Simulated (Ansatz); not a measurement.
# TiC: response to strain

Consider TiC in the rock salt structure (space group Fm-3m, No. 225; a = 4.3278 Å; relaxed with 0.1 eV smearing). Axes: x, y, z lie along the cube axes.

Strains are applied to the cell and any free atomic positions relax.

Level of theory: plane-wave PAW DFT at the r2SCAN level (Ansatz, a quantum-chemistry and plane-wave program, 500 eV), no spin-orbit coupling.

Notes on the quantities. energy relative to the base: free energy F.

| uniaxial strain ε_zz (%) | energy relative to the base (meV/atom) |
|---|---|
| 0 | 0.0 |
| 0.5 | 0.4 |
| 1 | 1.6 |
| 1.5 | ? |
| 2 | 6.2 |
| 2.5 | 9.5 |
| 3 | 13.5 |

Q: Fit ΔE = Aε² + Bε³ (ε in %) to the rows shown and predict the withheld row.

A: Least squares on the printed values gives A = 1.64 and B = -0.048 meV/atom (largest residual 0.0 meV/atom); this predicts 3.5 meV/atom, and the run gives 3.6 meV/atom, in agreement.

Stability against distortions was not tested. The final runs are not spin-polarised.
